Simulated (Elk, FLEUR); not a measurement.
A FLEUR input for a self-consistent single point of Be (P6_3/mmc, 4 atoms in the cell) (DFT, PBE, all-electron FLAPW (FLEUR), scalar-relativistic valence):

Input of the input generator:

```
scf Be
&input film=f /
4.2959766190 0.0000005052 0.0000000000
-2.1479887470 3.7204246336 0.0000000000
0.0000000000 0.0000000000 13.8223355982
1.0
1.0 1.0 1.0

4
4 0.0000000000 0.0000000000 -0.0000000000
4 0.0000000000 0.0000000000 0.5000000000
4 0.3333333333 0.6666666667 0.2500000000
4 0.6666666667 0.3333333333 0.7500000000

&comp jspins=1 /
&kpt div1=16 div2=16 div3=5 gamma=t /
&end /
```

```xml
<?xml version="1.0" encoding="UTF-8" standalone="no"?>
<fleurInput fleurInputVersion="0.39">
   <comment>
      scf Be                                                                                              
   </comment>
   <calculationSetup>
      <cutoffs Kmax="4.0" Gmax="14.0" GmaxXC="14.0" numbands="0"/>
      <scfLoop itmax="80" minDistance="0.00001" maxIterBroyd="25" imix="Anderson" alpha="0.05" precondParam="0.0" spinf="2.0"/>
      <coreElectrons ctail="T" frcor="F" kcrel="0" coretail_lmax="0"/>
      <xcFunctional name="pbe" relativisticCorrections="F"/>
      <magnetism jspins="1"/>
      <soc l_soc="F" theta="0.0" phi="0.0" spav="F"/>
      <expertModes spex="0" secvar="F"/>
      <geometryOptimization l_f="T" forcealpha="1.0" forcemix="BFGS" epsdisp="0.00001" epsforce="0.00001"/>
      <ldaU l_linMix="F" mixParam="0.05" spinf="1.0"/>
   </calculationSetup>
   <cell>
      <bzIntegration valenceElectrons="8.0" mode="gauss" fermiSmearingEnergy="0.00499791">
         <kPointListSelection listName="default-1"/>
         <!-- k-points included here -->
         <xi:include xmlns:xi="http://www.w3.org/2001/XInclude" href="kpts.xml"> </xi:include>
      </bzIntegration>
      <!-- symmetry operations included here -->
      <xi:include xmlns:xi="http://www.w3.org/2001/XInclude" href="sym.xml"> </xi:include>
      <bulkLattice scale="1.0">
         <bravaisMatrix>
            <row-1>    4.2959766190000002     0.0000005052000000     0.0000000000000000</row-1>
            <row-2>   -2.1479887469999999     3.7204246336000000     0.0000000000000000</row-2>
            <row-3>    0.0000000000000000     0.0000000000000000    13.8223355982000005</row-3>
         </bravaisMatrix>
      </bulkLattice>
   </cell>
   <atomSpecies>
      <species name="Beryllium (Be)" element="Be" atomicNumber="4">
         <mtSphere radius="2.03" gridPoints="701" logIncrement="0.015"/>
         <atomicCutoffs lmax="8" lnonsphr="6"/>
         <electronConfig flipSpins="F">
            <coreConfig>(1s1/2)</coreConfig>
            <valenceConfig>(2s1/2)</valenceConfig>
         </electronConfig>
         <energyParameters s="2" p="2" d="3" f="4"/>
      </species>
   </atomSpecies>
   <atomGroups>
      <atomGroup species="Beryllium (Be)">
         <relPos label="                   1">.0000000000 .0000000000 .0000000000</relPos>
         <relPos label="                   2">.0000000000 .0000000000 1.000/2.000</relPos>
         <force calculate="T" relaxXYZ="TTT"/>
      </atomGroup>
      <atomGroup species="Beryllium (Be)">
         <relPos label="                   3">1.000/3.000 -1.000/3.000 1.000/4.000</relPos>
         <relPos label="                   4">-1.000/3.000 1.000/3.000 -1.000/4.000</relPos>
         <force calculate="T" relaxXYZ="TTT"/>
      </atomGroup>
   </atomGroups>
   <output dos="F" band="F" slice="F">
      <checks vchk="F" cdinf="F"/>
      <bandDOS minEnergy="-.5*Htr" maxEnergy="0.5*Htr" sigma="0.015" storeEVData="T"/>
      <vacuumDOS vacdos="F" integ="F" star="F" nstars="0" locx1="0.0" locy1="0.0" locx2="0.0" locy2="0.0" nstm="0" tworkf="0.0"/>
      <unfoldingBand unfoldBand="F" supercellX="1" supercellY="1" supercellZ="1"/>
      <plotting iplot="0" polar="F">
         <plot TwoD="T" vec1="  1.0  0.0  0.0" vec2="  0.0  1.0  0.0" vec3="  0.0  0.0  1.0" zero="  0.0  0.0  0.0" file="plot"/>
      </plotting>
      <chargeDensitySlicing numkpt="0" minEigenval="0.0" maxEigenval="0.0" nnne="0" pallst="F"/>
      <specialOutput eonly="F"/>
      <magneticCircularDichroism mcd="F" energyLo="-10.0" energyUp="0.0"/>
   </output>
  <!-- We include the file relax.xml here to enable relaxations (see documentation) -->
  <xi:include xmlns:xi="http://www.w3.org/2001/XInclude" href="relax.xml"> <xi:fallback/> </xi:include>
</fleurInput>
```

Question: Translate this input to Elk.

Answer: One input that does it (others would too):

```
tasks
  0

xctype
  20

rgkmax
  7.0

stype
  0

swidth
  0.00499791

avec
    4.2959766190    0.0000005052    0.0000000000
   -2.1479887470    3.7204246336    0.0000000000
    0.0000000000    0.0000000000   13.8223355982

atoms
  1   : nspecies
  'Be.in'   : spfname
  4   : natoms; atposl, bfcmt below
  0.0000000000  0.0000000000  0.0000000000    0.0 0.0 0.0
  0.0000000000  0.0000000000  0.5000000000    0.0 0.0 0.0
  0.3333333333  0.6666666667  0.2500000000    0.0 0.0 0.0
  0.6666666667  0.3333333333  0.7500000000    0.0 0.0 0.0

ngridk
  16 16 5
```

Basis, cutoffs, solver keys and any potentials are the target program's own. This input uses DFT, PBE, all-electron FP-LAPW, Elk's shipped species files, default APW+lo basis.

The starting cell was generated: these elements placed on a structure prototype, without a prior relaxation; it need not be a known phase or ordering of this composition. Its lattice was rescaled by a random factor within 2.5 % of one. For this run, on top of that: lattice scaled by 0.98.
